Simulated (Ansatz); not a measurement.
Hypothetical diamond Zn, thickness series

Take Zn in the diamond structure (space group Fd-3m, No. 227; a = 5.827 Å; a hypothetical phase, not in the database extracts checked) as the base. Axes: x, y, z lie along the cube axes.

Free-standing slabs (2 atom(s) a layer) normal to [110] with 15 Å of vacuum; in-plane cell held at bulk.

Calculations: DFT with PBE, PAW potentials and a 420 eV plane-wave cutoff in Ansatz (a program for electronic structure), no spin-orbit coupling.

Notes on the quantities. excess energy per area of both faces: slab less bulk energy over the cell's area: twice a surface energy; uncertain by up to 0.09 J/m²; layer's space group: with vacuum.

| change | thickness between the outermost nuclei | excess energy per area of both faces | layer's space group | band gap | shortest interatomic distance |
|---|---|---|---|---|---|
| base | – | – | – | zero | 4.768 bohr |
| 1 layer | – | – | Pmma (No. 51) | 0.97 eV | 5.689 bohr |
| 2 layers | 2.04 Å | 0.72 J/m² | Pmna (No. 53) | zero | 4.724 bohr |
| 3 layers | 3.86 Å | 0.67 J/m² | Pmma (No. 51) | zero | 4.659 bohr |
| 4 layers | 5.69 Å | 0.72 J/m² | Pmna (No. 53) | zero | 4.582 bohr |
| 5 layers | 8.16 Å | 0.7 J/m² | Pmma (No. 51) | zero | 4.709 bohr |
| 6 layers | 9.98 Å | 0.7 J/m² | Pmna (No. 53) | zero | 4.681 bohr |
| 7 layers | 11.91 Å | 0.7 J/m² | Pmma (No. 51) | zero | 4.679 bohr |

The excess energy carries the mismatch between the slab's and the bulk's meshes. Whether these cells are dynamically stable was not tested.
